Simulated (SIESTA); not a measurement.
Band structure of Se (P3_121, 3 atoms in the cell).

```yaml
crystal:
  lattice:
    - [4.54716, 0.00000, 0.00000]
    - [-2.27358, 3.93796, 0.00000]
    - [0.00000, 0.00000, 5.02560]
  atoms:
    - { symbol: Se, position: [0.21789, 0.00000, 0.33333] }
    - { symbol: Se, position: [0.00000, 0.21789, 0.66667] }
    - { symbol: Se, position: [0.78211, 0.78211, 0.00000] }
```

Level of theory: GGA PBE, numerical atomic orbitals DZP, PseudoDojo PBE standard norm-conserving potentials (rewritten from UPF to PSML) run with SIESTA.

Settings: XC.functional = GGA; XC.authors = PBE; potentials = PseudoDojo PBE standard; PAO.BasisSize = DZP; PAO.EnergyShift = 0.01 Ry; MeshCutoff = 400 Ry; kgrid.MonkhorstPack = 7 7 6; OccupationFunction = FD; ElectronicTemperature = 10 K; MaxSCFIterations = 150; SCF.Mixer.Method = Broyden; SCF.Mixer.Weight = 0.2; SCF.Mixer.History = 6; SCF.DM.Tolerance = 1.0E-05.

The starting cell comes from a database of computed structures (which also holds hypothetical and non-ambient phases and stackings), without a prior relaxation at this level. Its lattice was rescaled by a random factor within 2.5 % of one. Values carry the incompleteness of an atom-centred basis.

Q: Predict the gap along the standard path and the places of the band edges.

A: The gap along the path is 0.94 eV, from L to H; the smallest direct gap on it is 1.12 eV.

Levels in eV from the top of the valence band on the path, bands 21 to 25:
| point | 21 | 22 | 23 | 24 | 25 |
|---|---|---|---|---|---|
| Γ | -3.44 | -1.90 | -1.90 | -0.37 | 1.87 |
| M | -3.15 | -2.67 | -1.74 | -0.89 | 2.05 |
| K | -2.63 | -2.62 | -2.54 | -1.30 | 2.87 |
| A | -3.37 | -1.31 | -1.31 | -1.00 | 1.34 |
| L | -4.10 | -1.58 | -1.12 | 0.00 | 1.46 |
| H | -4.61 | -0.86 | -0.23 | -0.23 | 0.94 |

Higher empty bands are left out: an atom-centred basis made for the valence describes them poorly.
